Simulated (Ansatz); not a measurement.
**A computed series for Rb2TlRhF6: pressure series**

Consider Rb2TlRhF6 (space group Fm-3m, No. 225; a = 9.097 Å; a cell from a computed database, its experimental status unchecked).

Cell and atoms are relaxed at each pressure.

The values are results of r2SCAN, PAW, 500 eV (Ansatz, a program for electronic structure; no spin-orbit coupling), earlier PAW set, not measurements.

| pressure (GPa) | volume per atom (Å³/atom) |
|---|---|
| -2 | 19.898 |
| -1 | 19.310 |
| 0 | 18.820 |
| 0.3 | 18.687 |
| 0.7 | 18.523 |
| 1.5 | ? |
| 3 | 17.727 |
| 5 | 17.178 |
| 7.5 | 16.617 |

Problem. Fit the third-order Birch–Murnaghan form P(V) = (3B₀/2)[(V₀/V)^(7/3) − (V₀/V)^(5/3)]·[1 + (3/4)(B₀′ − 4)((V₀/V)^(2/3) − 1)] (squares taken in P) to the rows shown and predict the withheld row.

Solution. Least squares on the printed values gives V₀ = 18.820 Å³/atom, B₀ = 42.1 GPa, B₀′ = 5.8; this predicts 18.220 Å³/atom, and the run gives 18.219 Å³/atom, in agreement.

Load acts through the strain it causes; cell and atoms are relaxed under it. No phonon test of stability was made. No other phases were tried under pressure.
